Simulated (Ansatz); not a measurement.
InSb (model structure, started from the h-BN type, P6₃/mmc, No. 194, 4 atoms in the cell): properties by level of theory

| level (code) | lattice parameter a (Å) | lattice parameter c (Å) | enthalpy of formation (eV/atom) |
|---|---|---|---|
| PBE (Ansatz) | 5.115 | [?] | [?] |
| PBEsol (Ansatz) | [?] | 6.087 | 0.113 |
| PBE-D3(BJ) (Ansatz) | 5.038 | 6.136 | [?] |

**Question.** Fill in the missing entries.

**Answer.** 
- PBE (Ansatz, a program for electronic structure), lattice parameter c (Å): 6.206
- PBE (Ansatz), enthalpy of formation (eV/atom): 0.080
- PBEsol (Ansatz), lattice parameter a (Å): 5.024
- PBE-D3(BJ) (Ansatz), enthalpy of formation (eV/atom): 0.155

Ansatz's density-functional and Hartree–Fock values are scalar-relativistic unless marked +SOC, with PAW data made under PBE.

The computed numbers hold no vibrational or temperature effects.

A model structure was made by putting elements into a prototype or built by hand; it is no filed structure, need not be a known phase, and can be a saddle point held by its symmetry.
